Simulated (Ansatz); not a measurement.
The starting structures come from a database of crystals and need not be the phases stable at ambient conditions.

## Evanescent states of LiNbO₃ (R-3, 10 atoms a cell, 11.7 Å³ an atom, -9 GPa at this level) along the normal of (001)

Method: r2SCAN (plane waves, PAW; Ansatz, a quantum-chemistry and plane-wave program).

No gap correction and no spin-orbit coupling; mid-gap is the computed energy nearest the middle.

Energies count from the valence-band top; κ is the least over a 12×12 mesh across the current.

| E (eV) | κ (1/Å) | where |
|---|---|---|
| 0.10 | 0.235 | off Γ |
| 0.30 | 0.320 | Γ |
| 0.50 | 0.354 | Γ |
| 0.70 | 0.383 | Γ |
| 0.90 | 0.406 | Γ |
| 1.10 | 0.426 | Γ |
| 1.30 | 0.444 | Γ |
| 1.50 | 0.459 | Γ |
| 1.70 | 0.471 | Γ |
| 1.90 | 0.482 | Γ |
| 2.10 | 0.491 | Γ |
| 2.30 | 0.499 | Γ |
| 2.50 | 0.505 | Γ |
| 2.70 | 0.510 | Γ |
| 2.90 | 0.514 | Γ |
| 3.10 | 0.517 | Γ |
| 3.30 | 0.518 | Γ |
| 3.50 | 0.519 | Γ |
| 3.70 | 0.518 | Γ |
| 3.90 | 0.474 | off Γ |
| 4.10 | 0.382 | off Γ |

Q: How thick must the barrier be to attenuate the transmission by 10^4 when the electrodes' Fermi level lies at 2.10 eV, and what attenuation does that film give at 0.10 eV?

A: d = 4 ln 10 / (2 × 0.491) = 9.4 Å. At 0.10 eV it gives 4 × 0.235/0.491 = 1.9 decades.
